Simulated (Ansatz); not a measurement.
**fcc Cu (1 1 1) on zinc-blende InAs (1 1 1) (film strained to the substrate, faces as cut)**

A periodic stack without vacuum, fcc Cu (1 1 1) on zinc-blende InAs (1 1 1) (film strained to the substrate, faces as cut): substrate slab As4In4, film Cu15, surface cells [[-1, 1], [-1, 0]] and [[1, -2], [2, -1]], film strained by -1.6 and -1.6 %, faces As/In and Cu/Cu as cut (like faces can put a slab off its formula).

The start was prepared with a machine-learned potential, and the result is one local minimum, with the in-plane cell held and forces under 0.04 eV/Å; the film can end far from its bulk form.

The numbers are results of PBE (plane waves to 420 eV, PAW; Ansatz, a program for electronic structure), not measurements. Spin–orbit coupling is left out; the runs are not spin-polarised; PBE gaps are too small against experiment. Its k-point mesh 8×8×1, Fermi–Dirac width 0.05 eV.

| Quantity | Value |
|---|---|
| interface area | 16.6 Å² |
| period | 25.89 Å |
| gaps between the outermost planes at the two interfaces | 2.17 and 1.28 Å |
| As–Cu contacts across the interfaces within 1.22 times the sum of covalent radii | 4, mean 2.43 Å |
| Cu–In contacts across the interfaces within 1.22 times the sum of covalent radii | 3, mean 2.64 Å |

```yaml
crystal:
  lattice:
    - [4.37371, 0.00016, 0.04866]
    - [2.18713, 3.78783, -0.01401]
    - [1.38859, 0.99732, 25.90080]
  atoms:
    - { symbol: As, position: [0.92057, 0.31588, 0.03240] }
    - { symbol: As, position: [0.18289, 0.62595, 0.17058] }
    - { symbol: As, position: [0.48005, 0.93169, 0.30891] }
    - { symbol: As, position: [0.77448, 0.23833, 0.44755] }
    - { symbol: In, position: [0.85952, 0.29926, 0.13614] }
    - { symbol: In, position: [0.15685, 0.60518, 0.27413] }
    - { symbol: In, position: [0.45124, 0.91221, 0.41215] }
    - { symbol: In, position: [0.74310, 0.19997, 0.55033] }
    - { symbol: Cu, position: [0.04858, 0.19274, 0.63498] }
    - { symbol: Cu, position: [0.37135, 0.53187, 0.63425] }
    - { symbol: Cu, position: [0.70919, 0.85491, 0.63471] }
    - { symbol: Cu, position: [0.68513, 0.51368, 0.71633] }
    - { symbol: Cu, position: [0.01953, 0.84479, 0.71650] }
    - { symbol: Cu, position: [0.35161, 0.17952, 0.71654] }
    - { symbol: Cu, position: [0.32703, 0.83275, 0.79806] }
    - { symbol: Cu, position: [0.66255, 0.16524, 0.79780] }
    - { symbol: Cu, position: [0.99420, 0.49848, 0.79835] }
    - { symbol: Cu, position: [0.97022, 0.14704, 0.88072] }
    - { symbol: Cu, position: [0.30052, 0.48870, 0.87937] }
    - { symbol: Cu, position: [0.63971, 0.82034, 0.87950] }
    - { symbol: Cu, position: [0.59405, 0.48736, 0.95824] }
    - { symbol: Cu, position: [0.93821, 0.81423, 0.98291] }
    - { symbol: Cu, position: [0.29668, 0.13572, 0.95881] }
```
